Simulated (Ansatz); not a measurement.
The reference is Te (space group P3_121, No. 152; made of chains).

```
Te
1.0
    4.62412     0.00000     0.00000
   -2.31206     4.00460     0.00000
    0.00000     0.00000     5.90339
Te
3
Direct
  0.25335   0.00000   0.33333
  0.00000   0.25335   0.66667
  0.74665   0.74665   0.00000
```

All numbers come from Ansatz (a quantum-chemistry and plane-wave program), r2SCAN, PAW, cutoff 500 eV, spin-orbit coupling left out.

Before the change:

| Item | Value |
|---|---|
| Width of the top valence band | 2.25 eV |
| Electron mass | 0.089 mₑ along c, 0.11 mₑ across (at H) |
| Pressure | 0.0 kbar |
| Smallest direct gap | 0.60 eV |

Perturbation: every lattice vector is shortened by 0.82 %, atoms relaxed at fixed cell.

**Question.** Estimate the effect on the width of the top valence band, electron mass, energy relative to the base, pressure and smallest direct gap.

**Answer.** The width of the top valence band increases by 0.18 eV to 2.43 eV; the electron mass goes from 0.089 mₑ along c, 0.11 mₑ across (at H) to 0.086 mₑ along c, 0.11 mₑ across (at H); the energy grows by 1.4 meV/atom; the pressure (mean of the normal stresses, compression positive) goes from zero to 5.0 kbar; the smallest direct gap is still 0.60 eV.

Spin-orbit coupling, missing from the scalar runs, can matter with Te. The cells carry an imposed strain or load. Effective masses come from finite differences of ±0.01 Å⁻¹. Stability against distortions was not tested. No dispersion term is included, though the crystal is made of layers, chains or molecules, so its spacings can come out too wide.
